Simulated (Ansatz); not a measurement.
The cell is built on a prototype and need not be the phase stable at ambient conditions.

```
CELL_PARAMETERS angstrom
      3.39576     0.00000     0.00000
      0.00000     5.60174     0.00000
      1.69788     0.00000     2.94081
ATOMIC_POSITIONS crystal
  Be 0.66667 0.00054 0.66667
  Be 0.33333 0.50054 0.33333
  S  0.66667 0.37426 0.66667
  S  0.33333 0.87426 0.33333
```

Space group of this cell: P6_3mc, wurtzite. The cell was relaxed by PBE-D3(BJ); by r2SCAN its mean pressure is 3.4 GPa.

Transport runs along the normal of the first two printed cell vectors.

No gap correction and no spin-orbit coupling; mid-gap values are interpolated between computed energies.

Q: Estimate the band gap and the smallest decay constant κ at mid-gap that Ansatz (an electronic-structure program) with r2SCAN returns for this system.

A: Gap 4.08 eV on a 10×6×10 mesh; κ = 0.312 1/Å, at the zone centre.
